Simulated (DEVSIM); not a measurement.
Device: Schottky contact on p-type In0.53Ga0.47As, at 250 K.

```
layer (left to right)        material  thickness (μm)  Na (cm⁻³)  τn (s)  τp (s)
---------------------  --------------  --------------  ---------  ------  ------
1                      In0.53Ga0.47As            7.80     3.1e15  4.3e-9  4.3e-9
2                      In0.53Ga0.47As            49.0       1e18  4.3e-9  4.3e-9
```

Left contact: Schottky, work function 4.66 eV, emission velocity 5.6e6 cm/s. Right contact: ohmic. Voltage is applied to the left contact. Recombination: SRH at mid-gap, radiative, Auger. Mobility is constant in doping.

Constants are typed, rounded textbook-type inputs, not results; the design itself was drawn at random and stands for no fabricated device. Values at 300 K; Nc and Nv go as T^1.5, mobilities as T to minus their exponent, the gap by Varshni's rule with the affinity fixed.

```
parameter         In0.53Ga0.47As
----------------  --------------
gap (eV)                    0.74
affinity (eV)               4.51
permittivity                13.9
Nc (cm⁻³)                 2.1e17
Nv (cm⁻³)                 7.7e18
μn (cm²/Vs)                12000
μp (cm²/Vs)                  300
T exponent of μn             1.6
T exponent of μp             1.6
B (cm³/s)                9.6e-11
Cn (cm⁶/s)                 5e-29
Cp (cm⁶/s)                 5e-29
Varshni α (eV/K)         0.00035
Varshni β (K)                190
```

Model (solved in DEVSIM): 1D drift-diffusion, Boltzmann statistics, complete ionisation; no tunnelling, impact ionisation, image-force lowering or self-heating. Metal contacts follow the ideal Schottky-Mott rule: no Fermi-level pinning, no interface dipoles.

### Question
Tabulate band edges, carrier densities and field at -1.15 V on the left contact.

### Answer
Energies count from the Fermi level of the right contact; mesh points crowd at the junctions.

| x (μm) | Ec (eV) | Ev (eV) | n (cm⁻³) | p (cm⁻³) | field (V/cm) |
|---|---|---|---|---|---|
| 0.000 | 1.300 | 0.545 | 6.1e13 | 2.6e14 | 2000 |
| 0.04520 | 1.306 | 0.551 | 4.1e13 | 1.2e15 | 650 |
| 0.1671 | 1.302 | 0.547 | 2.8e13 | 2.8e15 | -900 |
| 0.5248 | 1.262 | 0.507 | 2.7e13 | 3.1e15 | -1200 |
| 2.247 | 1.059 | 0.304 | 2.7e13 | 3.1e15 | -1200 |
| 5.312 | 0.718 | -0.037 | 1.3e15 | 4.5e15 | -640 |
| 6.949 | 0.669 | -0.086 | 1.2e16 | 1.5e16 | -150 |
| 7.604 | 0.660 | -0.094 | 1.8e16 | 2.1e16 | -110 |
| 7.747 | 0.663 | -0.092 | 1.6e16 | 2.7e16 | 1800 |
| 7.797 | 0.711 | -0.044 | 1.7e15 | 2.6e17 | 34000 |
| 7.837 | 0.740 | -0.014 | 4.4e14 | 1.0e18 | ≈ 0 |
| 8.022 | 0.740 | -0.014 | 4.4e14 | 1.0e18 | ≈ 0 |
| 8.485 | 0.740 | -0.015 | 4.2e14 | 1.0e18 | ≈ 0 |
| 9.741 | 0.739 | -0.015 | 3.7e14 | 1.0e18 | ≈ 0 |
| 15.97 | 0.736 | -0.018 | 2.1e14 | 1.0e18 | ≈ 0 |
| 30.48 | 0.729 | -0.025 | 5.2e13 | 1.0e18 | ≈ 0 |
| 47.61 | 0.721 | -0.034 | 9.0e12 | 1.0e18 | ≈ 0 |
| 53.63 | 0.718 | -0.037 | 2.9e12 | 1.0e18 | ≈ 0 |
| 56.03 | 0.717 | -0.038 | 7.2e11 | 1.0e18 | ≈ 0 |
| 56.55 | 0.717 | -0.038 | 2.4e11 | 1.0e18 | ≈ 0 |
| 56.73 | 0.717 | -0.038 | 6.7e10 | 1.0e18 | ≈ 0 |
| 56.80 | 0.716 | -0.038 | 580 | 1.0e18 | ≈ 0 |
